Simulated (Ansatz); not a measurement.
This Ansatz (a quantum-chemistry and plane-wave program) input is the reference run, TiC in the rock salt structure (space group Fm-3m, No. 225; relaxed with 0.1 eV smearing), computed with DFT with r2SCAN, PAW potentials and a 500 eV plane-wave cutoff in Ansatz, no spin-orbit coupling:

Ansatz 0.2 input:
```yaml
crystal:
  lattice:
    - [0, 2.1639046899, 2.1639046899]
    - [2.1639046899, 0, 2.1639046899]
    - [2.1639046899, 2.1639046899, 0]
  atoms:
    - { symbol: C, position: [0, 0, 0] }
    - { symbol: Ti, position: [0.5, 0.5, 0.5] }
basis: { ecutwfc: 500, ecutrho_ratio: 4, xc_grid: 4, fft_grid_basis: typed }
kpoints: { mp_grid: { grid: [23, 23, 23] } }
hamiltonian:
  xc: r2scan
  dispersion: none
  pseudopotentials: { kind: paw }
scf: { occupations: { method: fermi_dirac, width: 0.1 } }
relax: { f_tol: 0.005, max_steps: 30, cell: { stress_tol: 0.01 } }
output: { forces: true, stress: true }
checkpoint: { write: state.ck, write_every: 1000 }
```

Problem. Write the input for this change: tensile biaxial strain of 4.98 % in the plane normal to [001], as in epitaxy on a mismatched substrate; the out-of-plane cell vector and the atoms relax.

Solution. 
Ansatz 0.2 input:
```yaml
crystal:
  lattice:
    - [3.2126224835, 0, 0]
    - [0, 3.2126224835, 0]
    - [1.6063112417, -1.6063112417, 2.1100234631]
  atoms:
    - { symbol: C, position: [0, 0, 0] }
    - { symbol: Ti, position: [0.5, 0.5, 0] }
basis: { ecutwfc: 500, ecutrho_ratio: 4, xc_grid: 4, fft_grid_basis: typed }
kpoints: { mp_grid: { grid: [23, 23, 23] } }
hamiltonian:
  xc: r2scan
  dispersion: none
  pseudopotentials: { kind: paw }
scf: { occupations: { method: fermi_dirac, width: 0.1 } }
relax: { f_tol: 0.005, max_steps: 50, cell: { stress_tol: 0.01, fix: [a, b, gamma] } }
output: { forces: true, stress: true }
checkpoint: { write: state.ck, write_every: 1000 }
```
This is the input that was run; other choices of cell and start would serve too.

Stability against distortions was not tested. The final runs are not spin-polarised.
